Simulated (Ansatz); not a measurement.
The starting structures come from a database of crystals and need not be the phases stable at ambient conditions.

Here is the system:

```yaml
crystal:
  lattice:
    - [6.92277, 0.00000, 0.00000]
    - [0.00000, 6.92277, 0.00000]
    - [3.46138, -3.46138, 8.05590]
  atoms:
    - { symbol: Tl, position: [0.25000, 0.25000, 0.50000] }
    - { symbol: Tl, position: [0.00000, 0.00000, 0.00000] }
    - { symbol: H, position: [0.37309, 0.45283, 0.07303] }
    - { symbol: H, position: [0.79717, 0.69612, 0.57303] }
    - { symbol: H, position: [0.55388, 0.62020, 0.07303] }
    - { symbol: H, position: [0.62980, 0.87691, 0.57303] }
    - { symbol: H, position: [0.87691, 0.79717, 0.42697] }
    - { symbol: H, position: [0.45283, 0.55388, 0.92697] }
    - { symbol: H, position: [0.69612, 0.62980, 0.42697] }
    - { symbol: H, position: [0.62020, 0.37309, 0.92697] }
    - { symbol: N, position: [0.50000, 0.50000, 0.00000] }
    - { symbol: N, position: [0.75000, 0.75000, 0.50000] }
    - { symbol: Cl, position: [0.49660, 0.40874, 0.32399] }
    - { symbol: Cl, position: [0.84126, 0.07059, 0.82399] }
    - { symbol: Cl, position: [0.17941, 0.91525, 0.32399] }
    - { symbol: Cl, position: [0.33475, 0.75340, 0.82399] }
    - { symbol: Cl, position: [0.75340, 0.84126, 0.17601] }
    - { symbol: Cl, position: [0.40874, 0.17941, 0.67601] }
    - { symbol: Cl, position: [0.07059, 0.33475, 0.17601] }
    - { symbol: Cl, position: [0.91525, 0.49660, 0.67601] }
```

Space group of this cell: I4_1/a. The cell was relaxed by PBE-D3(BJ).

Transport runs along the normal of the first two printed cell vectors, the (001) plane of the conventional cell.

No gap correction and no spin-orbit coupling; mid-gap values are interpolated between computed energies.

### Question
Predict the band gap and the smallest decay constant κ at mid-gap from PBEsol in Ansatz (an electronic-structure program).

### Answer
Gap 2.16 eV on a 6×6×6 mesh; κ = 0.324 1/Å, at the zone centre.
